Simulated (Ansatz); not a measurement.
# How far to go with the plane-wave cutoff: HfAu (P4mm, 4 atoms in the cell)

```xyz
4
Lattice="3.4664 0.0000 0.0000 0.0000 3.4664 0.0000 0.0000 0.0000 6.2889" Properties=species:S:1:pos:R:3 pbc="T T T"
Hf     0.0000     1.7332     5.4055
Hf     1.7332     0.0000     0.9334
Au     0.0000     1.7332     2.3359
Au     1.7332     0.0000     3.9530
```

Method: LDA (PW92), default PAW files made with PBE (plane waves; Ansatz, a quantum-chemistry and plane-wave program).

Base settings: basis.ecutwfc = 420 eV; kpoints.mp_grid.grid = 8 8 4; hamiltonian.xc = lda; hamiltonian.pseudopotentials = {kind: paw} (the program's default PAW files); scf.occupations.method = fermi_dirac; scf.occupations.width = 0.1 eV.

The second cell is the first with its lattice scaled by 0.98.

The mesh stays at the base's, so the ladder's end is converged at best in this setting alone.

The first pressure column holds Ansatz's estimate of the finite-basis (Pulay) stress, which hides part of the cutoff error; the other is without it.

Only quantities that move along the ladder and can be compared are tabulated.

The count of work is k-points × plane waves × bands × iterations; it is no time. 

The starting cell comes from a database of computed structures (which also holds hypothetical and non-ambient phases and stackings), without a prior relaxation at this level. Its lattice was rescaled by up to half a per cent. One atom was moved a little off its site on purpose. In the base run, with a pressure of about -5 GPa the cell is away from its equilibrium volume at this level.

Steps (basis.ecutwfc): 145 eV; 170 eV; 190 eV; 210 eV; 230 eV; 250 eV; 295 eV; 335 eV; 380 eV; 420 eV; 460 eV; 505 eV; 565 eV; 630 eV; 735 eV; 840 eV; 1010 eV.

Problem. What is the coarsest basis.ecutwfc that holds the pressure within 0.05 GPa of the last step, with all finer ones?

Solution. 335 eV, at 0.17 of the last step's count of work; the step before is off by 0.18 GPa.

Problem. What is the coarsest basis.ecutwfc that holds the pressure without the Pulay estimate within 0.5 GPa of the last step, with all finer ones?

Solution. 380 eV, at 0.21 of the last step's count of work; the step before is off by 1.6 GPa.

Problem. What is the coarsest basis.ecutwfc that holds the energy of the compressed cell less the first within 0.2 meV/atom of the last step, with all finer ones?

Solution. 380 eV, at 0.21 of the last step's count of work; the step before is off by 0.34 meV/atom.

| basis.ecutwfc | free energy less the last step's (meV/atom) | energy of the compressed cell less the first (meV/atom) | pressure (GPa) | pressure without the Pulay estimate (GPa) | largest difference of a force vector from the last step's (eV/Å) | count of work / last |
|---|---|---|---|---|---|---|
| 145 eV | 51575.01 | -8.16 | -27.21 | -1478.16 | 3.407 | 0.054 |
| 170 eV | 21955.88 | -96.43 | -15.69 | -736.03 | 0.090 | 0.071 |
| 190 eV | 11057.02 | -71.97 | -8.30 | -421.83 | 0.275 | 0.080 |
| 210 eV | 5430.97 | -8.15 | -1.73 | -237.48 | 0.262 | 0.093 |
| 230 eV | 2544.72 | 22.28 | -3.38 | -130.75 | 0.354 | 0.11 |
| 250 eV | 1165.44 | -5.26 | -4.72 | -72.41 | 0.174 | 0.11 |
| 295 eV | 143.37 | 1.02 | -4.77 | -17.27 | 0.071 | 0.14 |
| 335 eV | 15.05 | -0.15 | -4.91 | -6.57 | 0.008 | 0.17 |
| 380 eV | 2.31 | -0.33 | -4.93 | -5.02 | 0.001 | 0.21 |
| 420 eV | 1.47 | -0.42 | -4.94 | -4.98 | 0.001 | 0.23 |
| 460 eV | 0.93 | -0.45 | -4.95 | -4.97 | 0.001 | 0.31 |
| 505 eV | 0.62 | -0.46 | -4.95 | -4.96 | 0.000 | 0.35 |
| 565 eV | 0.44 | -0.46 | -4.95 | -4.95 | 0.000 | 0.38 |
| 630 eV | 0.32 | -0.47 | -4.95 | -4.95 | 0.000 | 0.44 |
| 735 eV | 0.22 | -0.48 | -4.95 | -4.95 | 0.000 | 0.62 |
| 840 eV | 0.14 | -0.48 | -4.95 | -4.95 | 0.000 | 0.67 |
| 1010 eV | 0.00 | -0.50 | -4.95 | -4.96 | 0.000 | 1.0 |

The energy difference between the two cells stays within 1 meV/atom of the last step's from 335 eV on, the total only from 460 eV on: much of the error is common to both cells and cancels.

At the lowest cutoff the pressure without the Pulay estimate lies 1470 GPa under the last step's, the usual sign of Pulay stress in an incomplete plane-wave basis.

Keys are those of Ansatz 0.2.
